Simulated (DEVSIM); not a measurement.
GaAs p-n junction from an implanted or diffused profile

Device: GaAs p-n junction from an implanted or diffused profile, at 300 K.

| layer (left to right) | material | thickness (μm) | Nd (cm⁻³) | τn (s) | τp (s) |
|---|---|---|---|---|---|
| 1 | GaAs | 36.0 | 3.9e15 | 2.4e-9 | 2.4e-8 |

Added acceptor profile: 1.8e17 cm⁻³ × exp(−(x − 0 μm)²/(2·(0.033 μm)²)). Left contact: ohmic. Right contact: ohmic. Voltage is applied to the left contact. Recombination: SRH at mid-gap, Auger. Mobility is μmin + (μ − μmin)/(1 + (N/Nref)^α).

Constants are typed, rounded textbook-type inputs, not results; the design itself was drawn at random and stands for no fabricated device. Values at 300 K.

```csv
parameter,GaAs
gap (eV),1.424
affinity (eV),4.07
permittivity,12.9
Nc (cm⁻³),4.7e17
Nv (cm⁻³),9e18
μn (cm²/Vs),8500
μp (cm²/Vs),400
"μn,min",500
"μp,min",20
"Nref,n",6e16
"Nref,p",1.5e17
αn,0.39
αp,0.38
Cn (cm⁶/s),1e-30
Cp (cm⁶/s),1e-30
```

Simulated with DEVSIM: 1D drift-diffusion, Boltzmann statistics, complete ionisation; no tunnelling, impact ionisation, image-force lowering or self-heating.

The potential step across the device at zero bias is 1.198 V, the dark forward voltage at 1 A/cm² is 0.946 V and the dark forward voltage at 100 A/cm² is 1.151 V.

Small-signal capacitance in reverse bias (quasi-static):

```json
[
 {"V (V)": "-0.04", "C (nF/cm²)": "17.1"},
 {"V (V)": "-0.1", "C (nF/cm²)": "16.7"},
 {"V (V)": "-0.2", "C (nF/cm²)": "16.0"},
 {"V (V)": "-0.3", "C (nF/cm²)": "15.5"},
 {"V (V)": "-0.4", "C (nF/cm²)": "14.9"},
 {"V (V)": "-0.6", "C (nF/cm²)": "14.1"},
 {"V (V)": "-0.8", "C (nF/cm²)": "13.3"},
 {"V (V)": "-1", "C (nF/cm²)": "12.7"},
 {"V (V)": "-1.3", "C (nF/cm²)": "11.9"},
 {"V (V)": "-1.6", "C (nF/cm²)": "11.2"},
 {"V (V)": "-2", "C (nF/cm²)": "10.5"}
]
```

Dark forward current:

```csv
V (V),J (A/cm²)
0.05,1.3e-10
0.10,4.8e-10
0.20,4.1e-9
0.25,1.1e-8
0.30,3.0e-8
0.40,2.3e-7
0.45,6.2e-7
0.55,4.9e-6
0.60,1.5e-5
0.65,4.8e-5
0.75,0.00084
0.80,0.0046
0.85,0.028
0.95,1.2
1.00,6.6
1.10,57
1.15,99
1.20,150
1.30,260
1.35,320
1.40,380
1.50,520
1.55,590
1.65,750
1.70,830
1.75,920
1.85,1100
1.90,1200
```
